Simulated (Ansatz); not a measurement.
Effect of uniaxial strain ε_zz = −1.00 % on SiC

Base system: SiC in the zinc blende structure (space group F-43m, No. 216; a = 4.3569 Å). Axes: x, y, z lie along the cube axes.

Perturbation: uniaxial strain ε_zz = −1.00 %, all other strain components held at zero, atoms relaxed at fixed cell.

Calculations: Ansatz (a quantum-chemistry and plane-wave program), PBEsol, PAW, cutoff 420 eV, no spin-orbit coupling. k-mesh 13×13×13 (Γ-centred); smearing 0.05 eV (Fermi–Dirac).

```json
[
 {"quantity": "space group", "base": "F-43m (No. 216)", "changed": "I-4m2 (No. 119)", "shift": "–"},
 {"quantity": "shortest interatomic distance", "base": "1.887 Å", "changed": "1.880 Å", "shift": "-0.0063 Å"},
 {"quantity": "energy relative to the base (free energy F)", "base": "0 meV/atom", "changed": "+1.3 meV/atom", "shift": "+1.3 meV/atom"},
 {"quantity": "band gap", "base": "1.24 eV", "changed": "1.13 eV", "shift": "-0.11 eV"},
 {"quantity": "gap character", "base": "–", "changed": "indirect, Γ → M", "shift": "–"},
 {"quantity": "smallest direct gap", "base": "4.45 eV", "changed": "4.45 eV", "shift": "0.00 eV"},
 {"quantity": "electron mass", "base": "0.62 mₑ along k, 0.22 mₑ across (at X)", "changed": "0.66 mₑ along k, 0.23 mₑ across (at X)", "shift": "–"},
 {"quantity": "hole mass", "base": "–", "changed": "0.38 mₑ along z, 0.58 mₑ across (at Γ)", "shift": "–"},
 {"quantity": "valence-band top at Γ (three highest levels, from the VBM)", "base": "0.00, 0.00, 0.00 eV", "changed": "0.00, -0.07, -0.07 eV", "shift": "–"},
 {"quantity": "valley order (the lowest conduction-band minima on the path, energy above the VBM, named in the base's zone)", "base": "X along ⟨100⟩ 1.24 eV", "changed": "X along [001] 1.13 eV; X along [100] 1.22 eV", "shift": "–"},
 {"quantity": "stress (xx, yy, zz, yz, xz, xy; compression positive)", "base": "–", "changed": "(1.43, 1.43, 3.91, 0.00, 0.00, 0.00) GPa", "shift": "–"}
]
```

Final structure:

```xyz
2
Lattice="0.0000 2.1784 2.1566 2.1784 0.0000 2.1566 2.1784 2.1784 0.0000" Properties=species:S:1:pos:R:3 pbc="T T T"
Si     0.0000     0.0000     0.0000
C      1.0892     1.0892     1.0783
```

Cost of the whole job for the changed cell (relaxation, final SCF and bands): around 7 core-seconds (rough).

Effective masses come from finite differences of ±0.01 Å⁻¹. Along k means along the line from Γ to the band edge. Whether these cells are dynamically stable was not tested. Labels are those of the standard path for the cell's own space group.
